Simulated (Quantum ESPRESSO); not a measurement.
A self-consistent single point of Mo2C (P-3m1, 3 atoms in the cell) with Quantum ESPRESSO.

Method: PBEsol, GBRV 1.5 ultrasoft (PBESOL) pseudopotentials (plane waves; Quantum ESPRESSO).

The change in words: lattice scaled by 0.98. Reference geometry:
```
CELL_PARAMETERS angstrom
      3.12573     0.00000     0.00000
     -1.56286     2.70696     0.00000
      0.00000     0.00000     4.74473
ATOMIC_POSITIONS crystal
  Mo 0.33333 0.66667 0.24977
  Mo 0.66667 0.33333 0.75023
  C  0.00000 0.00000 0.50000
```

Reference input (self-consistent single point, DFT, PBEsol, plane waves, GBRV 1.5 ultrasoft (PBESOL) pseudopotentials): ecutwfc = 40 Ry; ecutrho = 320 Ry; occupations = smearing; smearing = gaussian; degauss = 0.0073499 Ry; potentials = {Mo: mo_pbesol_v1.uspp.F.UPF, C: c_pbesol_v1.2.uspp.F.UPF}; K_POINTS = automatic 14 14 8 0 0 0; conv_thr = 1e-11 Ry; mixing_beta = 0.3. This run's input differs from it in these lines:

```diff
@@ -10,3 +10,3 @@
  ibrav = 0
- celldm(1) = 5.906770020
+ celldm(1) = 5.788634422
  nat = 3
@@ -29,7 +29,7 @@
   -0.500000000     0.866025404     0.000000000
-   0.000000000     0.000000000     1.517959295
+   0.000000000     0.000000000     1.517959203
 ATOMIC_POSITIONS {angstrom}
-Mo    0.000000000    1.804639951    1.185090713
-Mo    1.562864042    0.902319976    3.559637287
-C     0.000000000    0.000000000    2.372364000
+Mo    0.000000000    1.768547092    1.161388788
+Mo    1.531606709    0.884273546    3.488444212
+C     0.000000000    0.000000000    2.324916500
 K_POINTS {automatic}
```

Output, abridged:

```
     Self-consistent Calculation

     iteration #  1     ecut=    40.00 Ry     beta= 0.30

     total energy              =    -290.07141270 Ry
     estimated scf accuracy    <       0.52753190 Ry

     iteration #  2     ecut=    40.00 Ry     beta= 0.30

     total energy              =    -290.17837575 Ry
     estimated scf accuracy    <       0.02299229 Ry

     iteration #  3     ecut=    40.00 Ry     beta= 0.30

     total energy              =    -290.18039062 Ry
     estimated scf accuracy    <       0.00514506 Ry

   [... 11 blocks of this kind left out ...]

     iteration # 15     ecut=    40.00 Ry     beta= 0.30

     total energy              =    -290.18119123 Ry
     estimated scf accuracy    <          2.0E-11 Ry

     iteration # 16     ecut=    40.00 Ry     beta= 0.30
     End of self-consistent calculation

     Number of k-points >= 100: set verbosity='high' to print the bands.

     the Fermi energy is    19.7757 ev

!    total energy              =    -290.18119123 Ry
     estimated scf accuracy    <          5.6E-13 Ry
     smearing contrib. (-TS)   =      -0.00064667 Ry
     internal energy E=F+TS    =    -290.18054456 Ry

     convergence has been achieved in  16 iterations

     Forces acting on atoms (cartesian axes, Ry/au):

     atom    1 type  1   force =    -0.00000000   -0.00000000    0.00783414
     atom    2 type  1   force =     0.00000000    0.00000000   -0.00783414
     atom    3 type  2   force =     0.00000000   -0.00000000    0.00000000

     Total force =     0.011079     Total SCF correction =     0.000004

          total   stress  (Ry/bohr**3)                   (kbar)     P=      -84.82
  -0.00059777   0.00000000   0.00000000          -87.93        0.00        0.00
   0.00000000  -0.00059777   0.00000000            0.00      -87.93        0.00
   0.00000000   0.00000000  -0.00053433            0.00        0.00      -78.60

   JOB DONE.
```

The run converged in 16 iterations. Against the reference run the free energy falls by 79.6 meV/atom, the pressure goes from -23.50 to -8.48 GPa and the largest force goes from 0.758 to 0.201 eV/Å.

The starting cell comes from a database of computed structures (which also holds hypothetical and non-ambient phases and stackings), without a prior relaxation at this level. Its lattice was rescaled by a random factor within 2.5 % of one. For this run, on top of that: lattice scaled by 0.98. Spin polarisation is off. With a pressure of about -8 GPa the cell is away from its equilibrium volume at this level.

Cost on one core of a shared machine: roughly 2 min.
